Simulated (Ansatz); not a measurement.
Here is the system:

```
CELL_PARAMETERS angstrom
      3.85715     0.00000     0.00000
      0.00000     3.85715     0.00000
      0.00000     0.00000     3.98564
ATOMIC_POSITIONS crystal
  K  0.00000 0.00000 0.00000
  Ta 0.50000 0.50000 0.50000
  O  0.50000 0.00000 0.50000
  O  0.00000 0.50000 0.50000
  O  0.50000 0.50000 0.00000
```

No spin polarisation.

Calculations: LDA, PAW, 420 eV (Ansatz, an electronic-structure program; without spin-orbit coupling). k-mesh 8×8×8 (Γ-centred); smearing 0.05 eV (Fermi–Dirac).

### Question
Estimate the smallest direct gap.

### Answer
2.72 eV.

### Question
Predict the band gap.

### Answer
2.17 eV.

### Question
Predict the gap character.

### Answer
Indirect, A → Γ.

With Ta present, leaving out spin-orbit coupling can change the band edges. The cells carry an imposed strain or load. Stability against distortions was not tested. The cell was made from KTaO3 in the cubic perovskite structure (space group Pm-3m, No. 221) by this change: biaxial strain −2.40 %, plane normal [001], relaxed out of plane.
